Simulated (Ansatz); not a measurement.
The reference is MgS in the rock salt structure (space group Fm-3m, No. 225).

```
CELL_PARAMETERS angstrom
      0.00000     2.60152     2.60152
      2.60152     0.00000     2.60152
      2.60152     2.60152     0.00000
ATOMIC_POSITIONS crystal
  Mg 0.00000 0.00000 0.00000
  S  0.50000 0.50000 0.50000
```

Method: DFT with r2SCAN, PAW potentials and a 500 eV plane-wave cutoff in Ansatz (an electronic-structure program), no spin-orbit coupling.

Before the change:

The pressure is 0.00 GPa and the smallest direct gap is 4.64 eV.

Modification: every lattice vector is stretched by 1.00 %; the atoms relax in the strained cell.

Q: What happens to the pressure?

A: The pressure goes from zero to -2.24 GPa.

Q: Estimate the effect on the smallest direct gap.

A: The smallest direct gap shrinks by 0.246 eV, from 4.64 eV to 4.40 eV.

Whether these cells are dynamically stable was not tested.
